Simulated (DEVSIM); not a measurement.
Device: TaN/SiO2/p-Si capacitor, at 300 K.

| layer (left to right) | material | thickness (nm) | Na (cm⁻³) |
|---|---|---|---|
| 1 | SiO2 | 3.30 | - |
| 2 | Si | 4900 | 1.4e16 |

Metal gate on the left, work function 4.4 eV. Fixed charge at the semiconductor interface 3.8e10 cm⁻² (in units of +e); interface traps 3e11 cm⁻² eV⁻¹, uniform in energy, neutral level at 0.5 of the gap above the valence band.

Constants are typed, rounded textbook-type inputs, not results; the design itself was drawn at random and stands for no fabricated device. Values at 300 K.

```tsv
parameter	SiO2	Si
gap (eV)	9	1.124
affinity (eV)	0.9	4.05
permittivity	3.9	11.7
Nc (cm⁻³)	-	2.86e19
Nv (cm⁻³)	-	3.1e19
```

Simulated with DEVSIM: 1D Poisson equation in equilibrium, Boltzmann statistics, complete ionisation; no quantum confinement or tunnelling. Metal contacts follow the ideal Schottky-Mott rule: no Fermi-level pinning, no interface dipoles.

Problem. Tabulate band edges, carrier densities and field at -0.1 V on the gate.

Solution. Energies count from the Fermi level of the right contact; mesh points crowd at the junctions.

```json
[
 {"x (μm)": "0.000", "Ec (eV)": "3.600", "Ev (eV)": "-5.400", "n (cm⁻³)": "< 1e2", "p (cm⁻³)": "< 1e2", "field (V/cm)": "120000"},
 {"x (μm)": "0.001022", "Ec (eV)": "3.612", "Ev (eV)": "-5.388", "n (cm⁻³)": "< 1e2", "p (cm⁻³)": "< 1e2", "field (V/cm)": "120000"},
 {"x (μm)": "0.002178", "Ec (eV)": "3.626", "Ev (eV)": "-5.374", "n (cm⁻³)": "< 1e2", "p (cm⁻³)": "< 1e2", "field (V/cm)": "120000"},
 {"x (μm)": "0.003178", "Ec (eV)": "3.638", "Ev (eV)": "-5.362", "n (cm⁻³)": "< 1e2", "p (cm⁻³)": "< 1e2", "field (V/cm)": "120000"},
 {"x (μm)": "0.005037", "Ec (eV)": "0.496", "Ev (eV)": "-0.628", "n (cm⁻³)": "1.3e11", "p (cm⁻³)": "8.9e8", "field (V/cm)": "42000"},
 {"x (μm)": "0.008456", "Ec (eV)": "0.511", "Ev (eV)": "-0.613", "n (cm⁻³)": "7.6e10", "p (cm⁻³)": "1.5e9", "field (V/cm)": "41000"},
 {"x (μm)": "0.01545", "Ec (eV)": "0.539", "Ev (eV)": "-0.585", "n (cm⁻³)": "2.6e10", "p (cm⁻³)": "4.6e9", "field (V/cm)": "40000"},
 {"x (μm)": "0.04020", "Ec (eV)": "0.630", "Ev (eV)": "-0.494", "n (cm⁻³)": "7.5e8", "p (cm⁻³)": "1.5e11", "field (V/cm)": "34000"},
 {"x (μm)": "0.08234", "Ec (eV)": "0.754", "Ev (eV)": "-0.369", "n (cm⁻³)": "6000000", "p (cm⁻³)": "1.9e13", "field (V/cm)": "25000"},
 {"x (μm)": "0.1770", "Ec (eV)": "0.898", "Ev (eV)": "-0.226", "n (cm⁻³)": "23000", "p (cm⁻³)": "5.0e15", "field (V/cm)": "6600"},
 {"x (μm)": "0.3833", "Ec (eV)": "0.925", "Ev (eV)": "-0.199", "n (cm⁻³)": "8300", "p (cm⁻³)": "1.4e16", "field (V/cm)": "24"},
 {"x (μm)": "1.056", "Ec (eV)": "0.925", "Ev (eV)": "-0.199", "n (cm⁻³)": "8300", "p (cm⁻³)": "1.4e16", "field (V/cm)": "≈ 0"},
 {"x (μm)": "2.299", "Ec (eV)": "0.925", "Ev (eV)": "-0.199", "n (cm⁻³)": "8300", "p (cm⁻³)": "1.4e16", "field (V/cm)": "≈ 0"},
 {"x (μm)": "3.701", "Ec (eV)": "0.925", "Ev (eV)": "-0.199", "n (cm⁻³)": "8300", "p (cm⁻³)": "1.4e16", "field (V/cm)": "≈ 0"},
 {"x (μm)": "4.469", "Ec (eV)": "0.925", "Ev (eV)": "-0.199", "n (cm⁻³)": "8300", "p (cm⁻³)": "1.4e16", "field (V/cm)": "≈ 0"},
 {"x (μm)": "4.705", "Ec (eV)": "0.925", "Ev (eV)": "-0.199", "n (cm⁻³)": "8300", "p (cm⁻³)": "1.4e16", "field (V/cm)": "≈ 0"},
 {"x (μm)": "4.813", "Ec (eV)": "0.925", "Ev (eV)": "-0.199", "n (cm⁻³)": "8300", "p (cm⁻³)": "1.4e16", "field (V/cm)": "≈ 0"},
 {"x (μm)": "4.862", "Ec (eV)": "0.925", "Ev (eV)": "-0.199", "n (cm⁻³)": "8300", "p (cm⁻³)": "1.4e16", "field (V/cm)": "≈ 0"},
 {"x (μm)": "4.889", "Ec (eV)": "0.925", "Ev (eV)": "-0.199", "n (cm⁻³)": "8300", "p (cm⁻³)": "1.4e16", "field (V/cm)": "≈ 0"},
 {"x (μm)": "4.897", "Ec (eV)": "0.925", "Ev (eV)": "-0.199", "n (cm⁻³)": "8300", "p (cm⁻³)": "1.4e16", "field (V/cm)": "≈ 0"},
 {"x (μm)": "4.901", "Ec (eV)": "0.925", "Ev (eV)": "-0.199", "n (cm⁻³)": "8300", "p (cm⁻³)": "1.4e16", "field (V/cm)": "≈ 0"},
 {"x (μm)": "4.903", "Ec (eV)": "0.925", "Ev (eV)": "-0.199", "n (cm⁻³)": "8300", "p (cm⁻³)": "1.4e16", "field (V/cm)": "≈ 0"}
]
```
